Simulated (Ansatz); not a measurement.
# A computed series for Sc: response to strain

The parent structure is Sc in the hcp (Mg type) structure (space group P6_3/mmc, No. 194; a = 3.275 Å, c = 5.105 Å; relaxed with 0.1 eV smearing). Axes: x lies along a and z along c of the hexagonal cell.

Strains are applied to the cell and any free atomic positions relax; under biaxial strain the out-of-plane vector relaxes too.

Computed with plane-wave PAW DFT at the PBEsol level (Ansatz, a first-principles code, 420 eV), scalar-relativistic without spin-orbit coupling.

Notes on the quantities. in-plane stress: mean in-plane stress (compression positive).

```csv
variant,out-of-plane strain,shortest interatomic distance,in-plane stress
base,–,3.177 Å,–
"biaxial strain −3.00 %, plane normal [001], relaxed out of plane",+1.91 %,3.177 Å,+4.0 GPa
"biaxial strain −2.50 %, plane normal [001], relaxed out of plane",+1.56 %,3.181 Å,+3.3 GPa
"biaxial strain −2.00 %, plane normal [001], relaxed out of plane",+1.23 %,3.180 Å,+2.6 GPa
"biaxial strain −1.50 %, plane normal [001], relaxed out of plane",+0.90 %,3.179 Å,+2.0 GPa
"biaxial strain −1.00 %, plane normal [001], relaxed out of plane",+0.59 %,3.178 Å,+1.3 GPa
"biaxial strain −0.50 %, plane normal [001], relaxed out of plane",+0.29 %,3.177 Å,+0.6 GPa
"biaxial strain +1.50 %, plane normal [001], relaxed out of plane",[?],3.177 Å,[?]
"biaxial strain +2.50 %, plane normal [001], relaxed out of plane",-1.37 %,3.177 Å,-2.9 GPa
"biaxial strain +3.00 %, plane normal [001], relaxed out of plane",-1.64 %,3.178 Å,-3.4 GPa
```

**Question.** Complete the table.

**Answer.** 
- biaxial strain +1.50 %, plane normal [001], relaxed out of plane, out-of-plane strain: -0.84 %
- biaxial strain +1.50 %, plane normal [001], relaxed out of plane, in-plane stress: -1.8 GPa

Stability against distortions was not tested. All final runs are without spin polarisation.
